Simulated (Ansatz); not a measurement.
**Short convergence ladders for ZnSnSb₂ (P-4m2, 4 atoms in the cell)**

```
CELL_PARAMETERS angstrom
      4.49910     0.00000     0.00000
      0.00000     4.49910     0.00000
      0.00000     0.00000     6.29437
ATOMIC_POSITIONS crystal
  Zn 0.00000 0.00000 0.00000
  Sn 0.50000 0.50000 0.50000
  Sb 0.00000 0.50000 0.22240
  Sb 0.50000 0.00000 0.77760
```

Base method: LDA (PW92), default PAW files made with PBE (plane waves; Ansatz, an electronic-structure program).

Base settings: basis.ecutwfc = 30.9 Ry; kpoints.mp_grid.grid = 7 7 5; hamiltonian.xc = lda; hamiltonian.pseudopotentials = {kind: paw} (the program's default PAW files); scf.occupations.method = fermi_dirac; scf.occupations.width = 0.0073 Ry.

Core times come from one kind of shared machine, to one figure; runs under 30 s give none.

**Zone-centre phonons against the cutoff**

In this ladder: phonons.method = dfpt.

The mesh stays at the base's, so the ladder's end is converged at best in this setting alone.

Frequencies are those of the unrelaxed cell, without the LO-TO term of polar crystals.

Only quantities that move along the ladder and can be compared are tabulated.

```csv
basis.ecutwfc,highest zone-centre frequency (cm⁻¹),lowest optical frequency (cm⁻¹),core time / last (rough)
15.4 Ry,221.1,55.0,0.2
18.4 Ry,174.4,48.7,0.5
21.7 Ry,184.1,48.8,0.6
30.9 Ry,184.8,49.2,0.8
46.3 Ry,184.8,49.2,1
```

Coarsest basis.ecutwfc that holds the lowest optical frequency within 5 cm⁻¹ of the last step, with all finer ones: 18.4 Ry; the step before is off by 5.7 cm⁻¹.

Coarsest basis.ecutwfc that holds the highest zone-centre frequency within 5 cm⁻¹ of the last step, with all finer ones: 21.7 Ry; the step before is off by 10 cm⁻¹.

**Zone-centre phonons against the mesh**

In this ladder: phonons.method = dfpt.

Frequencies are those of the unrelaxed cell, without the LO-TO term of polar crystals.

Only quantities that move along the ladder and can be compared are tabulated.

```tsv
kpoints.mp_grid.grid	highest zone-centre frequency (cm⁻¹)	lowest optical frequency (cm⁻¹)	core time / last (rough)
2 2 2	169.8	44.3	–
4 4 3	184.3	47.5	0.04
6 6 4	185.1	49.1	0.09
9 9 6	185.4	49.3	0.2
11 11 8	185.4	49.4	1
```

Coarsest kpoints.mp_grid.grid that holds the highest zone-centre frequency within 10 cm⁻¹ of the last step, with all finer ones: 4 4 3, at about 0.04 of the last step's time; the step before is off by 16 cm⁻¹.

Coarsest kpoints.mp_grid.grid that holds the lowest optical frequency within 2 cm⁻¹ of the last step, with all finer ones: 4 4 3, at about 0.04 of the last step's time; the step before is off by 5.1 cm⁻¹.

**The force threshold of a relaxation**

On ZnSnSb2 (Pmm2, 4 atoms in the cell): one atom moved by 0.15 angstrom.

In this ladder: relax = atoms.

The mesh stays at the base's, so the ladder's end is converged at best in this setting alone.

Only quantities that move along the ladder and can be compared are tabulated.

```csv
relax.f_tol,free energy less the last step's (meV/atom),largest force left (eV/Å),relaxation steps,core time / last (rough)
0.2 eV/Å,0.11,0.0725,3,0.9
0.05 eV/Å,0.00,0.0052,4,1
0.02 eV/Å,0.00,0.0052,4,1
0.005 eV/Å,0.00,0.0003,5,1
0.001 eV/Å,0.00,0.0006,5,1
```

Coarsest relax.f_tol that holds the free energy within 0.05 meV/atom of the last step, with all finer ones: 0.05 eV/Å; the step before is off by 0.11 meV/atom.

Coarsest relax.f_tol that holds the largest force left within 0.01 eV/Å of the last step, with all finer ones: 0.05 eV/Å; the step before is off by 0.072 eV/Å.

On the base run: the starting cell comes from a database of computed structures (which also holds hypothetical and non-ambient phases and stackings), without a prior relaxation at this level. Its lattice was rescaled by up to half a per cent. The run gives no clean gap (levels at the Fermi energy touch, overlap or are partly filled at this smearing), which alone does not show that the compound is a metal.

Keys are those of Ansatz 0.2.
